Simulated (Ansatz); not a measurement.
The starting structures come from a database of crystals and need not be the phases stable at ambient conditions.

 Where the default PAW files enter, the runs use the earlier of Ansatz's two default sets.

Tunnelling through a barrier is set by its complex band structure: the current falls as exp(−2κd) with the smallest κ.

Given:

```yaml
crystal:
  lattice:
    - [4.22096, 0.00000, 0.00000]
    - [2.11048, 3.65546, 0.00000]
    - [2.11048, 1.21849, 18.20678]
  atoms:
    - { symbol: Sn, position: [0.59397, 0.59397, 0.21809] }
    - { symbol: Ge, position: [0.19797, 0.19797, 0.40608] }
    - { symbol: Ge, position: [0.79733, 0.79733, 0.60801] }
    - { symbol: Ge, position: [0.39670, 0.39670, 0.80990] }
    - { symbol: Ge, position: [0.99618, 0.99618, 0.01145] }
    - { symbol: Te, position: [0.50434, 0.50434, 0.48697] }
    - { symbol: Te, position: [0.10361, 0.10361, 0.68916] }
    - { symbol: Te, position: [0.70298, 0.70298, 0.89106] }
    - { symbol: Te, position: [0.30220, 0.30220, 0.09340] }
    - { symbol: Se, position: [0.90121, 0.90121, 0.29638] }
```

Space group of this cell: R3m. The cell was relaxed by PBE-D3(BJ); by r2SCAN its mean pressure is -0.6 GPa.

Transport runs along the normal of the first two printed cell vectors, the (001) plane of the conventional cell.

The gap is the functional's own. No spin-orbit coupling. Mid-gap values are interpolated on the energy grid.

Question: Predict the band gap and the smallest decay constant κ at mid-gap from r2SCAN run with Ansatz (a first-principles code).

Answer: Gap 0.67 eV on a 8×8×8 mesh; κ = 0.059 1/Å, at (0.500, 0.000) of the in-plane reciprocal vectors. At the zone centre, at the nearest computed energy, the slowest state has κ = 0.31 1/Å.
